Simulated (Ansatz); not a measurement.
**Response to strain in AlAs**

The reference is AlAs in the zinc blende structure (space group F-43m, No. 216; a = 5.675 Å). Axes: x, y, z lie along the cube axes.

Strains are applied to the cell and any free atomic positions relax; under biaxial strain the out-of-plane vector relaxes too.

Method: PBEsol (Ansatz, a quantum-chemistry and plane-wave program), no spin-orbit coupling.

Notes on the quantities. pressure: mean of the normal stresses, compression positive; energy relative to the base: free energy F.

| case | space group | gap character | pressure | smallest direct gap | energy relative to the base |
|---|---|---|---|---|---|
| base | F-43m (No. 216) | indirect, Γ → X | 0.00 GPa | 1.91 eV | 0 meV/atom |
| biaxial strain −4.90 %, plane normal [001], relaxed out of plane | I-4m2 (No. 119) | indirect, Γ → X | 4.14 GPa | 2.05 eV | +41 meV/atom |
| biaxial strain −4.02 %, plane normal [001], relaxed out of plane | I-4m2 (No. 119) | indirect, Γ → X | 3.29 GPa | 2.04 eV | +27 meV/atom |
| biaxial strain +0.38 %, plane normal [001], relaxed out of plane | I-4m2 (No. 119) | indirect, Γ → M | -0.27 GPa | 1.85 eV | +0.2 meV/atom |
| biaxial strain +1.21 %, plane normal [001], relaxed out of plane | I-4m2 (No. 119) | indirect, Γ → M | -0.83 GPa | 1.74 eV | +2.2 meV/atom |
| biaxial strain +1.66 %, plane normal [001], relaxed out of plane | I-4m2 (No. 119) | indirect, Γ → M | -1.13 GPa | 1.67 eV | +4.1 meV/atom |
| biaxial strain −4.64 %, plane normal [111], relaxed out of plane | R3m (No. 160) | indirect, Γ → F | ___ | ___ | ___ |
| isotropic strain +2.38 % | F-43m (No. 216) | direct at Γ | -4.38 GPa | – | +24 meV/atom |
| tensor shear ε_xz = −3.35 % | Imm2 (No. 44) | indirect, Γ → X | 0.06 GPa | 1.47 eV | +17 meV/atom |
| tensor shear ε_xz = +0.79 % | Imm2 (No. 44) | indirect, Γ → X | 0.00 GPa | 1.83 eV | +0.9 meV/atom |

**Question.** Complete the table.

**Answer.** 
- biaxial strain −4.64 %, plane normal [111], relaxed out of plane, pressure: 5.59 GPa
- biaxial strain −4.64 %, plane normal [111], relaxed out of plane, smallest direct gap: 1.80 eV
- biaxial strain −4.64 %, plane normal [111], relaxed out of plane, energy relative to the base: +52 meV/atom

Stability against distortions was not tested. k-point labels follow each cell's own Brillouin zone.
